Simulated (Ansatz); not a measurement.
SiC: uniaxial strain ε_zz = +3.00 %

Base system: SiC in the wurtzite structure (space group P6_3mc, No. 186; a = 3.056 Å, c = 5.016 Å). Axes: x lies along a and z along c of the hexagonal cell.

It is then changed as follows: the cell is stretched by 3.00 % along z with no lateral relaxation; the atoms relax in the strained cell.

Level of theory: Kohn–Sham DFT with the LDA functional, run in Ansatz (a quantum-chemistry and plane-wave program) with PAW and 420 eV plane waves, without spin-orbit coupling. k-mesh 12×12×7 (Γ-centred); smearing 0.05 eV (Fermi–Dirac).

```csv
quantity,base,changed,shift
volume per atom,10.14 Å³,10.45 Å³,+0.304 Å³
space group,P6_3mc (No. 186),P6_3mc (No. 186),–
shortest interatomic distance,1.871 Å,1.882 Å,+0.011 Å
energy relative to the base (free energy F),0 meV/atom,+15 meV/atom,+15 meV/atom
band gap (an upper bound: an edge found on the path is not a true extremum; the changed cell),2.13 eV,1.98 eV,-0.15 eV
"stress (xx, yy, zz, yz, xz, xy; compression positive)",–,"(-1.46, -1.46, -15.82, 0.00, 0.00, 0.00) GPa",–
```

Final structure:

```xyz
4
Lattice="3.0564 0.0000 0.0000 -1.5282 2.6469 0.0000 0.0000 0.0000 5.1663" Properties=species:S:1:pos:R:3 pbc="T T T"
Si     0.0000     1.7646     5.1707
Si     1.5282     0.8823     2.5875
C      0.0000     1.7646     1.9330
C      1.5282     0.8823     4.5161
```

Stability against distortions was not tested.
